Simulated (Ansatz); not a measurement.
```xyz
16
Lattice="19.0000 0.0000 0.0000 0.0000 21.5000 0.0000 0.0000 0.0000 4.7023" Properties=species:S:1:pos:R:3 pbc="T T T"
Sn     7.2151     9.9499     0.0000
Sn     7.2151    11.5501     2.3511
Sn     9.5000     6.6669     2.3511
Sn     9.5000     8.2646     0.0000
Sn     9.5000    13.2354     2.3511
Sn     9.5000    14.8331     0.0000
Sn    11.7849     9.9499     0.0000
Sn    11.7849    11.5501     2.3511
H      5.7933     8.9461     0.0000
H      5.7933    12.5539     2.3511
H      8.1104     5.6300     2.3511
H     10.8896     5.6300     2.3511
H     10.8896    15.8700     0.0000
H      8.1104    15.8700     0.0000
H     13.2067     8.9461     0.0000
H     13.2067    12.5539     2.3511
```

Levels: PBE (plane waves to 420 eV, PAW; Ansatz, a program for electronic structure); PBE with spin-orbit coupling in Ansatz; r2SCAN (plane waves to 500 eV, PAW; Ansatz); Ansatz with HSE06. Unmarked values and the geometry are of the first. Mesh 1×1×8. No spin polarisation. Isolated but for its images some 11 Å away. A model structure. Symmetry and one short period hold its shape; lower forms weren't sought. Values not marked SOC lack spin–orbit coupling. HSE06 ran on a 1×1×4 mesh and at PBE's edge points. Buckling under compression is shut out by symmetry and the short period.

Question: Say what this body is, and give its properties.

Answer: H-capped Sn nanowire along [110], 8 atoms a period besides the caps. An idealised model, cut from the bulk lattice.
| Property | Result |
|---|---|
| largest distance between nuclei across the axis | 10.61 Å |
| energy over the bulk Sn and H2 molecule | +425 meV per atom other than the caps |
| PBE gap | 1.33 eV, direct at Γ |
| electron mass along the axis (PBE) | 0.075 mₑ |
| hole mass along the axis (PBE) | 0.080 mₑ |
| valence and conduction edges under the vacuum level (PBE) | 4.99 and 3.66 eV |
| PBE+SOC gap at this geometry | 1.31 eV |
| r2SCAN gap at this geometry | 1.64 eV |
| HSE06 gap at this geometry | 2.00 eV |
| axial stiffness dF/dε | 45 nN |
